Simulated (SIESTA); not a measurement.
Input and output of a self-consistent single point for MgPd5 (R3, 6 atoms in the cell) (SIESTA).

Computed with GGA PBEsol, numerical atomic orbitals DZP, PseudoDojo PBEsol standard norm-conserving potentials (rewritten from UPF to PSML) (SIESTA).

```
MgPd5
1.0
    2.41505     1.39433     4.57238
   -2.41505     1.39433     4.57238
    0.00000    -2.78865     4.57238
Mg Pd
1 5
Direct
  0.00364   0.00364   0.00364
  0.50000   0.83166   0.16834
  0.16834   0.50000   0.83166
  0.83166   0.16834   0.50000
  0.33173   0.33173   0.33173
  0.66827   0.66827   0.66827
```

Reference input (self-consistent single point, DFT, GGA PBEsol, numerical atomic orbitals DZP, PseudoDojo PBEsol standard norm-conserving potentials (rewritten from UPF to PSML)): XC.functional = GGA; XC.authors = PBEsol; potentials = PseudoDojo PBEsol standard; PAO.BasisSize = DZP; PAO.EnergyShift = 0.01 Ry; MeshCutoff = 300 Ry; kgrid.MonkhorstPack = 4 4 4; OccupationFunction = MP; OccupationMPOrder = 0; ElectronicTemperature = 100 meV; MaxSCFIterations = 150; SCF.Mixer.Method = Pulay. This run's input differs from it in these lines:

```diff
@@ -32,8 +32,8 @@
 %block kgrid.MonkhorstPack
-    4   0   0  0.0
-    0   4   0  0.0
-    0   0   4  0.0
+    7   0   0  0.0
+    0   7   0  0.0
+    0   0   7  0.0
 %endblock kgrid.MonkhorstPack
 OccupationFunction           MP
-OccupationMPOrder            0
+OccupationMPOrder            1
 ElectronicTemperature        100.0 meV
```

The program printed (abridged):

```
        iscf     Eharris(eV)        E_KS(eV)     FreeEng(eV)     dDmax    Ef(eV) dHmax(eV)
   scf:    1   -19931.619266   -19957.066907   -19957.066311  1.367481 -4.938451  4.657320
   scf:    2   -19954.591979   -19957.084059   -19957.090127  0.088475 -5.221454  4.364222
   scf:    3   -19957.852725   -19958.089449   -19958.093581  0.055233 -5.260941  3.609061
   scf:    4   -19958.285533   -19958.235814   -19958.240806  0.043775 -5.399837  2.205036
   scf:    5   -19958.265075   -19958.260706   -19958.265641  0.030946 -5.380287  0.157980
   [... 4 lines left out ...]
   scf:   10   -19958.264195   -19958.264187   -19958.269234  0.000198 -5.392312  0.000826
   scf:   11   -19958.264192   -19958.264189   -19958.269235  0.000086 -5.392437  0.000953
   scf:   12   -19958.264191   -19958.264190   -19958.269235  0.000047 -5.392538  0.000276
   scf:   13   -19958.264190   -19958.264190   -19958.269235  0.000004 -5.392556  0.000223
SCF Convergence by DM+H criterion
max |DM_out - DM_in|         :     0.0000040191
max |H_out - H_in|      (eV) :     0.0002234241
SCF cycle converged after 13 iterations

Using DM_out to compute the final energy and forces

siesta: E_KS(eV) =           -19958.2642

siesta: E_KS - E_eggbox =    -19958.2642

siesta: Atomic forces (eV/Ang):
     1   -0.000000    0.000000   -0.266506
     2    0.100052   -0.041396    0.093428
     3   -0.014175    0.107346    0.093428
     4   -0.085877   -0.065949    0.093428
     5   -0.000000    0.000000    0.035926
     6   -0.000000   -0.000000   -0.066967
   Tot    0.000000    0.000000   -0.017263
   Max    0.266506
   Res    0.087610    sqrt( Sum f_i^2 / 3N )
   Max    0.266506    constrained

   [... lines left out ...]
siesta: FreeEng =    -19958.269235
siesta: Cell volume =         92.381063 Ang**3
siesta:         -71.97439485        -78.59217459  kBar
   [... lines left out ...]
              0.243   1.666   1.599   1.650   1.599   1.666   0.146   0.174

              0.148   0.174   0.146

mulliken: Qtot =      100.000

Mulliken Atomic Populations:
Atom #   charge [q] valence [e]  Species
     1     0.493545    9.506455  Mg
     2    -0.077764   18.077764  Pd
     3    -0.077764   18.077764  Pd
     4    -0.077764   18.077764  Pd
     5    -0.128160   18.128160  Pd
     6    -0.132092   18.132092  Pd
 Total     0.000000
```

The run converged in 13 iterations. Against the reference run the free energy goes up by 3.4 meV/atom, the pressure stays near -7.20 GPa while the zz stress (positive for compression) goes from -5.77 to -6.62 GPa and the largest force moves little (0.269 to 0.267 eV/Å).

The starting cell comes from a database of computed structures (which also holds hypothetical and non-ambient phases and stackings), without a prior relaxation at this level. Its lattice was rescaled by up to half a per cent. One atom was moved a little off its site on purpose. Spin polarisation is off. Values carry the incompleteness of an atom-centred basis. With a pressure of about -7 GPa the cell is away from its equilibrium volume at this level.

Cost on one core of a shared machine: roughly 90 s.
